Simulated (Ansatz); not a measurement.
An Ansatz (a program for electronic structure) run: HfO2 with a change (uniaxial strain ε_xx = −4.68 %); r2SCAN (Ansatz; PAW; 500 eV plane waves; no spin-orbit coupling), earlier PAW set.

Input:

Ansatz 0.2 input:
```yaml
crystal:
  lattice:
    - [0, 2.5294454528, 2.5294454528]
    - [2.4110674056, 0, 2.5294454528]
    - [2.4110674056, 2.5294454528, 0]
  atoms:
    - { symbol: Hf, position: [0, 0, 0] }
    - { symbol: O, position: [0.25, 0.25, 0.25] }
    - { symbol: O, position: [0.75, 0.75, 0.75] }
basis: { ecutwfc: 500, ecutrho_ratio: 4, xc_grid: 4, fft_grid_basis: typed }
kpoints: { mp_grid: { grid: [11, 11, 11] } }
hamiltonian:
  xc: r2scan
  dispersion: none
  pseudopotentials: { azcp: { folder: ./paw }, kind: paw }
scf: { occupations: { method: fermi_dirac, width: 0.05 }, convergence: { dr2_threshold: 0.0000000003 } }
relax: { f_tol: 0.005, max_steps: 50 }
output: { forces: true, stress: true }
checkpoint: { write: state.ck, write_every: 1000 }
```

Output (explanatory and most iteration lines left out):

```
Relaxation: its limit of steps is 50 (relax.max_steps)
Pseudopotential: Hf, paw, valence charge 26
Pseudopotential: O, paw, valence charge 6
Crystal: 3 atoms, lattice volume = 30.852 Å³
Basis set: ecut = 500 eV, 789 PW (Γ), exchange–correlation on 108×108×108 points (64 copies of the dense FFT grid, shifted against one another)
Bands: 23, of which v1, the nominal top of the filled ones, is band 19 counted from 1 (18 counted from 0)
Symmetry: 16 space group operations
Space group: I4/mmm (ITA 139), of the structure as read, at distance tolerance 3.1e-5 Å
k-points: 126 of 1331
Functional: x = r2scan, c = r2scan; τ floored in thin density (d = 2e-4 eV/Å³)
SCF iter   1: F=—  HF=-16876.934401 eV  |F-HF|=—  |Δ(HF+E_count)|=         —  Δρ=9.18e-2  dr2=1.92e0  dr2_τ=2.14e-1  ethr=3.10e-3  ⟨swp⟩=5.0  Hψ=11161  notcnv=0
SCF iter   2: F=—  HF=-16876.735779 eV  |F-HF|=—  |Δ(HF+E_count)|=   1.99e-1  Δρ=3.41e-2  dr2=2.20e-1  dr2_τ=4.39e-2  ethr=3.10e-3  ⟨swp⟩=2.7  Hψ=6925  notcnv=0
SCF 1 converged in 9 iterations: F = -16876.772878 eV  dr2 = 1.70e-11
relax step   1: F+E_penalty+E_count = -16876.77287848 eV  Δ(F+E_penalty+E_count) = +0.000e0 eV  max|allowed force component| = 1.388e-17 eV/Å  Δτ_max = 0.0000 Å  (9 SCF iters, accepted)
Crystal: 3 atoms, lattice volume = 30.852 Å³
SCF iter   1: F=—  HF=-16876.772878 eV  |F-HF|=—  |Δ(HF+E_count)|=         —  Δρ=4.78e-7  dr2=1.70e-11  dr2_τ=1.46e-11  ethr=1.00e-12  ⟨swp⟩=1.9  Hψ=14437  notcnv=0
SCF iter   2: F=-16876.772878 eV  HF=-16876.772878 eV  |F-HF|=1.46e-11  |Δ(HF+E_count)|=  3.64e-12  Δρ=2.20e-7  dr2=5.13e-12  dr2_τ=2.08e-12  ethr=1.00e-12  ⟨swp⟩=4.0  Hψ=10294  notcnv=0
SCF 2 converged in 2 iterations: F = -16876.772878 eV  dr2 = 5.13e-12
SCF converged after 2 iterations
Free energy (F): -16876.772878 eV
Internal energy: -16876.772878 eV  (E = F + TS)
E sigma→0 (E₀):  -16876.772878 eV
Fermi energy:    17.859556 eV
--- Forces (eV/Å), atoms counted from 1 ---
  atom   1  Hf     0.00000000    -0.00000000    -0.00000000
  atom   2  O     -0.00000000     0.00000000    -0.00000000
  atom   3  O     -0.00000000     0.00000000     0.00000000
--- Stress (GPa, compression-positive) ---
       31.138527       0.000000       0.000000
        0.000000       6.115854       0.000000
        0.000000      -0.000000       6.115854
  P = ⅓ Tr σ = 14.4567 GPa (144.567 kbar)
--- Relaxed structure (1 steps of the walk, 1 accepted, 0 SCFs on fresh bases) ---
  atoms:
    - { symbol: Hf, position: [0.0, 0.0, 0.0] }
    - { symbol: O, position: [0.25, 0.25, 0.25] }
    - { symbol: O, position: [0.75, 0.75, 0.75] }
```

Spin-orbit coupling, missing from the scalar runs, can matter with Hf. No phonon test of stability was made. The cell was made from HfO₂ in the fluorite structure (space group Fm-3m, No. 225) by this change: uniaxial strain ε_xx = −4.68 %. This is not the structure that HfO2 has at room temperature and ambient pressure.
